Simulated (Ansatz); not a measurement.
Input and output of a relaxation of cell and atoms for TiO2 (P1, 6 atoms in the cell) (Ansatz, an electronic-structure program).

Computed with LDA (PW92), PAW files made with PBE (plane waves; Ansatz).

```
TiO2
1.0
   -1.89127     1.89127     4.80751
    1.89127    -1.89127     4.80751
    1.89127     1.89127    -4.80751
Ti O
2 4
Direct
  0.00352   0.97213   0.96936
  0.74238   0.25359   0.49054
  0.97073   0.48159   0.54585
  0.20404   0.21500   0.99882
  0.80665   0.79100   0.02429
  0.52268   0.03668   0.47113
```

Reference input (self-consistent single point, DFT, LDA (PW92), plane waves, PAW files made with PBE): kpoints.mp_grid.grid = 5 5 6; hamiltonian.xc = lda; hamiltonian.pseudopotentials = {kind: paw} (the program's default PAW files); scf.occupations.method = fixed. This run's input differs from it in these lines:

```diff
@@ -20,2 +20,4 @@
   occupations: { method: fixed }
+relax:
+  cell: {}
 output:
```

Log, with long lists cut:

```
   [... SCF lines of the steps left out ...]
relax step   1: F+E_penalty+E_count = -7130.10231690 eV  Δ(F+E_penalty+E_count) = +0.000e0 eV  max|allowed force component| = 2.442e0 eV/Å  Δτ_max = 0.0000 Å  P = -4.398 GPa  Ω = 68.784 Å³  (11 SCF iters, dr2 threshold 1.00e-7 eV, accepted)
relax step   2: F+E_penalty+E_count = -7130.34392984 eV  Δ(F+E_penalty+E_count) = -2.416e-1 eV  max|allowed force component| = 1.489e0 eV/Å  Δτ_max = 0.0839 Å  P = -1.302 GPa  Ω = 67.265 Å³  energy of the carried Pulay correction = +5.583e-3 eV  (8 [...]
   [... lines left out ...]
relax step   8: F+E_penalty+E_count = -7130.48749200 eV  Δ(F+E_penalty+E_count) = -3.207e-4 eV  max|allowed force component| = 6.147e-4 eV/Å  Δτ_max = 0.0009 Å  P = -0.002 GPa  Ω = 66.147 Å³  energy of the carried Pulay correction = +2.689e-4 eV  (4 [...]
relax step   9: F+E_penalty+E_count = -7130.48719970 eV  Δ(F+E_penalty+E_count) = +2.923e-4 eV  max|allowed force component| = 6.339e-4 eV/Å  Δτ_max = 0.0000 Å  P = -0.006 GPa  Ω = 66.147 Å³  stress off target by 1.51e-2 GPa  SCF on the basis [...]
basis re-selected at this cell: Δ(F+E_penalty+E_count) = +2.923e-4 eV, ΔP = -0.004 GPa vs the last step
Stability not checked: this state was not tested for a lower state beside it, because too few of the mixer's solves of this state at the end of the SCF gave a …
Free energy (F): -7130.487200 eV
Internal energy: -7130.487200 eV  (E = F + TS)
E sigma→0 (E₀):  -7130.487200 eV
Fermi energy:    7.263309 eV
--- Forces (eV/Å), atoms counted from 1 ---
  atom   1  Ti     0.00011966    -0.00006313     0.00014350
  atom   2  Ti    -0.00025941    -0.00004511    -0.00008821
   [... lines left out ...]
  cell:  # Å, volume = 66.1470 Å³
   [... lines left out ...]
    - { symbol: O, position: [0.9579290893197534, 0.45793989850731165, 0.49999034594122355] }
    - { symbol: O, position: [0.20793774323375927, 0.207918567594922, -2.0462430117219915e-5] }
    - { symbol: O, position: [0.7920698865741056, 0.7920592545268644, 5.9419520346750475e-6] }
    - { symbol: O, position: [0.5420599533921383, 0.04207652854570944, 0.5000141843614113] }
```

The run converged. 

Summary of the result:
Free energy E − TS (on the zero of these files): -7130.4872 eV
Top of the valence band (on the code's own zero): 7.26 eV
Gap on the k-point mesh: 2.11 eV
Pressure: -0.01 GPa
Final cell: a = b = 5.4186 Å, c = 5.4187 Å, α = β = 139.63°, γ = 58.42°
Final volume per atom: 11.02 Å³
Relaxation steps: 9

The starting cell comes from a database of computed structures (which also holds hypothetical and non-ambient phases and stackings), without a prior relaxation at this level. Its atoms were displaced at random from the sites of space group no. 141. Ansatz's pressure includes its estimate of the finite-basis (Pulay) stress. Without the estimate this run gives -0.58 GPa.

Cost on one core of a shared machine: roughly 3 min.

Keys are those of Ansatz 0.2.
